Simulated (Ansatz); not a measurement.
Results of LDA (PAW; Ansatz, a program for electronic structure) for 1T (CdI2-type) PtTe2.

Run with plane-wave cutoff 500 eV, 12×12×8 k mesh (along the axes of the cell as run), Fermi–Dirac smearing 0.05 eV, scalar-relativistic PAW data made under PBE.

Computed at the level's own relaxed cell.

Problem. What does this level give for the equilibrium volume per atom, lattice parameter a and lattice parameter c?

Solution. 
- equilibrium volume per atom: 23.75 Å³/atom
- lattice parameter a: 4.020 Å
- lattice parameter c: 5.091 Å

Measured, for comparison: lattice constant a 4.026 Å, lattice parameter c 5.221 Å (temperature not stated, no zero-point or thermal correction; as tabulated in Pelayo et al. (2023), arXiv:2312.15371). Computed (rounded) less measured: lattice constant a -0.1 %, lattice parameter c -2.5 %.

Spin–orbit coupling is not included.

The computed numbers hold no vibrational or temperature effects.

The result took roughly 3 core-minutes.
